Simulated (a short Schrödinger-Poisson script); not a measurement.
Stack: symmetric double-gate stack, Si3N4 on p-type Si(100), at 300 K.

```csv
layer,material,thickness (nm),Na (cm⁻³)
1,Si3N4,3.9,-
2,Si,8,9e15
3,Si3N4,3.9,-
```

Constants are typed, rounded textbook-type inputs, not results; the design itself was drawn at random and stands for no fabricated device. Si3N4: permittivity 7.5, conduction-band edge (eV) 1.95, gap (eV) 5.1, electron mass (mₑ) 0.5. Si: permittivity 11.7, conduction-band edge (eV) 0, gap (eV) 1.124, Nv at 300 K (cm⁻³) 3.1e19.

Channel valleys (confinement mass, in-plane density-of-states mass, number): Δ2 0.916, 0.19, 2; Δ4 0.19, 0.417, 4. At the gates, both at one voltage, the conduction-band edge of layer 1 lies 2.03 eV − eVg above the Fermi level of the channel. Gaps are held at their typed values at every temperature. Mesh 0.03 nm at interfaces.

From a short Schrödinger-Poisson script (our own, NumPy): 1D Poisson equation in equilibrium, electrons classical, Fermi-Dirac, parabolic valleys, classical holes, full ionisation, no traps, pinning or gate leakage.

The same stack at other levels of the model or other numerical settings:

```
run                                        sheet density of all electrons at Vg = 1.5 V (cm⁻²)  sheet density of all electrons at Vg = 0.3 V (cm⁻²)  capacitance of both gates at Vg = 1.5 V (μF/cm²)  rough cost against the base
-----------------------------------------  ---------------------------------------------------  ---------------------------------------------------  ------------------------------------------------  ---------------------------
base                                                                                   2.74e13                                              4.76e12                                              3.11                      about 1
electrons treated as classical, Boltzmann                                              2.84e13                                              4.82e12                                              3.27                          0.3
electrons treated as quantum, Hartree                                                  2.42e13                                              3.95e12                                              2.85                            7
mesh six times as coarse                                                               2.71e13                                              4.71e12                                              3.07                          0.5
```

The classical rows ignore confinement, and Boltzmann statistics overrate the density once the band edge passes the Fermi level.
